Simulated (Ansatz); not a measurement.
# Eu: Eu → Al

Consider Eu in the bcc (W type) structure (space group Im-3m, No. 229; a = 4.236 Å; ferromagnetic).

It is then changed as follows: full substitution Eu → Al, then cell and atoms are relaxed.

The values are results of Ansatz (a quantum-chemistry and plane-wave program), PBEsol, PAW, cutoff 420 eV, scalar-relativistic without spin-orbit coupling, not measurements. Settings: 20×20×20 k-points, 0.05 eV Fermi–Dirac smearing, for the changed cell.

The volume per atom drops by 21.423 Å³ (38.01 Å³ → 16.58 Å³) and the density shrinks by 3.94 g/cm³, from 6.64 g/cm³ to 2.70 g/cm³. The lattice parameter a decreases by 1.023 Å, from 4.236 Å to 3.213 Å and the space group remains Im-3m (No. 229). The shortest interatomic distance falls by 0.8861 Å (3.669 Å → 2.782 Å) and the band gap stays zero.

Final structure:

```yaml
crystal:
  lattice:
    - [-1.60645, 1.60645, 1.60645]
    - [1.60645, -1.60645, 1.60645]
    - [1.60645, 1.60645, -1.60645]
  atoms:
    - { symbol: Al, position: [0.00000, 0.00000, 0.00000] }
```

Other magnetic orders, which the real material may have, were not ruled out. The state of the 4f shell was not checked for lower solutions. Stability against distortions was not tested. For Al in this form, whether it has been made was not checked. This is not the structure that Al has at room temperature and ambient pressure.
